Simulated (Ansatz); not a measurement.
# Quick settings and what they miss: ZrTiN₂ (P4/mmm, 4 atoms in the cell)

Self-consistent single point.

```
CELL_PARAMETERS angstrom
      3.08451     0.00000     0.00000
      0.00000     3.08451     0.00000
      0.00000     0.00000     4.35486
ATOMIC_POSITIONS crystal
  Zr 0.00000 0.00000 0.00000
  Ti 0.50000 0.50000 0.50000
  N  0.00000 0.00000 0.50000
  N  0.50000 0.50000 0.00000
```

Method of the run: PBEsol, default PAW files made with PBE (plane waves; Ansatz, a first-principles code).

Base settings: basis.ecutwfc = 420 eV; kpoints.mp_grid.grid = 11 11 8; hamiltonian.xc = pbesol; hamiltonian.pseudopotentials = {kind: paw} (the program's default PAW files); scf.occupations.method = cold; scf.occupations.width = 0.1 eV.

Tight run (finer mesh or higher cutoff; not a proven limit): basis.ecutwfc: 420 eV → 590 eV; kpoints.mp_grid.grid: 11 11 8 → 15 15 11; scf.convergence.dr2_threshold: default (1e-07 eV) → 1e-09 eV. It gave Fermi level (on the code's own zero) 17.99 eV; pressure 9.26 GPa.

Quick runs, as changes from the base:
- A: the base itself
- B: basis.ecutwfc: 420 eV → 210 eV; kpoints.mp_grid.grid: 11 11 8 → 2 2 2
- C: basis.ecutwfc: 420 eV → 250 eV; kpoints.mp_grid.grid: 11 11 8 → 3 3 3; scf.occupations.width: 0.1 eV → 0.2 eV; scf.convergence.dr2_threshold: default (1e-07 eV) → 0.0001 eV
- D: basis.ecutwfc: 420 eV → 250 eV; kpoints.mp_grid.grid: 11 11 8 → 6 6 6; scf.occupations.method: cold → gaussian; scf.occupations.width: 0.1 eV → 0.272 eV
- E: basis.ecutwfc: 420 eV → 335 eV; kpoints.mp_grid.grid: 11 11 8 → 2 2 2
- F: basis.ecutwfc: 420 eV → 335 eV; kpoints.mp_grid.grid: 11 11 8 → 6 6 6; scf.occupations.method: cold → methfessel_paxton; scf.occupations.width: 0.1 eV → 0.5 eV

Energies are extrapolated to zero smearing width, which holds to low order in the width alone.

The count of work is k-points × plane waves × bands × iterations; it is no time. 

Pressures in the table are Ansatz's without its Pulay estimate, at a fixed set of plane waves; the tight run's value above holds the estimate.

The starting cell comes from a database of computed structures (which also holds hypothetical and non-ambient phases and stackings), without a prior relaxation at this level. Its lattice was rescaled by a random factor within 2.5 % of one. Spin polarisation is off, so a magnetic state, if there is one, cannot be reached. In the base run, with a pressure of about 9 GPa the cell is away from its equilibrium volume at this level.

| run | energy less tight (meV/atom) | pressure less tight (GPa) | count of work / tight |
|---|---|---|---|
| A | 6.0 | -0.34 | 0.26 |
| B | 2319.7 | -142.82 | 0.0052 |
| C | 944.2 | -63.92 | 0.0047 |
| D | 890.0 | -64.92 | 0.044 |
| E | 35.4 | -8.14 | 0.011 |
| F | 59.6 | -6.31 | 0.064 |

Among the runs at the tight run's level, the energy misses run from 6.0 to 2319.7 meV/atom.

Keys are those of Ansatz 0.2.
